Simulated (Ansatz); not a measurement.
## What pressure 5 GPa does to hypothetical zinc blende BiAs

Take BiAs in the zinc blende structure (space group F-43m, No. 216; a = 6.704 Å; a hypothetical phase, not in the database extracts checked) as the base.

It is then changed as follows: a hydrostatic pressure of 5 GPa.

Method: PBE (Ansatz, an electronic-structure program, PAW, without spin-orbit coupling). k-mesh 12×12×12 (Γ-centred); smearing 0.05 eV (Fermi–Dirac).

* **Density**: 6.95 g/cm³ (base 6.26 g/cm³)
* **Lattice parameter a**: 6.473 Å (base 6.704 Å)
* **Shortest interatomic distance**: 2.803 Å (base 2.903 Å)
* **Enthalpy H = E + PV relative to the base's energy**: +1.11 eV/atom
* **Band gap**: zero (base zero)

Cost of the whole job for the changed cell (relaxation, final SCF and bands): very roughly 30 core-seconds.

Load acts through the strain it causes; cell and atoms are relaxed under it. No phonon test of stability was made. No other phases were tried under pressure. The final runs are not spin-polarised.
